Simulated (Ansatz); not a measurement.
The parent structure is HfS$_{2}$ in the CdI2 type structure (space group P-3m1, No. 164; layered, stacked along the Cartesian z axis).

```
CELL_PARAMETERS angstrom
      3.54747     0.00000     0.00000
     -1.77373     3.07220     0.00000
      0.00000     0.00000     5.57685
ATOMIC_POSITIONS crystal
  Hf 0.00000 0.00000 0.00000
  S  0.66667 0.33333 0.26190
  S  0.33333 0.66667 0.73810
```

Cartesian axes are those of the cell as printed.

The values are results of PBEsol-D3(BJ) (Ansatz, a first-principles code; PAW; 420 eV plane waves; no spin-orbit coupling), not measurements.

It is then changed as follows: the cell is stretched by 2.00 % along z with no lateral relaxation; the atoms relax in the strained cell.

### Question
Predict the stress tensor and what it implies for the stiffness.

### Answer
Stress of the strained cell less that of the base (GPa, compression positive):
```
  -0.17    0.00    0.00
   0.00   -0.17    0.00
   0.00    0.00   -1.13
```

Then −Δσ_ii/ε with ε = 0.0200 gives secant stiffness values (nonlinear terms included at this strain): C33 ≈ 56 GPa.

Stability against distortions was not tested.
